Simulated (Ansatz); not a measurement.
Abridged Ansatz (an electronic-structure program) output:

```
Pseudopotential: P, paw, valence charge 5
Crystal: 4 atoms, lattice volume = 63.435 Å³
Basis set: ecut = 420 eV, 1245 PW (Γ), exchange–correlation on 72×72×54 points (8 copies of the dense FFT grid, shifted against one another)
Bands: 14, of which v1, the nominal top of the filled ones, is band 10 counted from 1 (9 counted from 0)
Symmetry: 8 space group operations
k-points: 448 of 2700
Functional: x = pbesol(κ = 0.804, μ = 0.12345679012345678), c = pbesol(β = 0.046)
SCF iter   1: F=—  HF=-2961.649237 eV  |F-HF|=—  |Δ(HF+E_count)|=         —  Δρ=3.88e-2  dr2=5.65e-1  ethr=3.10e-3  ⟨swp⟩=7.6  Hψ=48912  notcnv=0
SCF iter   2: F=—  HF=-2961.545499 eV  |F-HF|=—  |Δ(HF+E_count)|=   1.04e-1  Δρ=2.30e-2  dr2=2.08e-1  ethr=2.82e-3  ⟨swp⟩=1.0  Hψ=9876  notcnv=0
SCF 1 converged in 8 iterations: F = -2961.487571 eV  dr2 = 2.34e-10
SCF converged after 8 iterations
Free energy (F): -2961.487571 eV
Internal energy: -2961.482915 eV  (E = F + TS)
E sigma→0 (E₀):  -2961.485243 eV
Entropy (-TS):   -0.004656 eV (-1.164 meV/atom)
Fermi energy:    9.822981 eV
  E_disp       = -1.424967  (pairwise vdW)
--- Forces (eV/Å), atoms counted from 1 ---
  atom   1  P      0.00000000    -0.00018282     0.00015317
  atom   2  P      0.00000000     0.00018282    -0.00015317
  atom   3  P      0.00000000    -0.00018282    -0.00015317
  atom   4  P      0.00000000     0.00018282     0.00015317
--- Stress (GPa, compression-positive) ---
        0.002800       0.000000       0.000000
        0.000000       0.001516       0.000000
        0.000000       0.000000       0.005418
  P = ⅓ Tr σ = 0.0032 GPa (0.032 kbar)
```

What was computed, and what are the main results?

P, 4 atoms in the cell, with DFT with PBEsol-D3(BJ), PAW potentials and a 420 eV plane-wave cutoff in Ansatz, spin-orbit coupling left out, earlier PAW set. The last SCF converged to F = -2961.487571 eV, or -740.3719 eV per atom, at a pressure of 0.00 GPa. The total energy compares only with runs of the same code, potentials and settings.

Whether these cells are dynamically stable was not tested. The cell is P in the black-P type structure (space group Cmce, No. 64; layered, stacked along the Cartesian y axis).
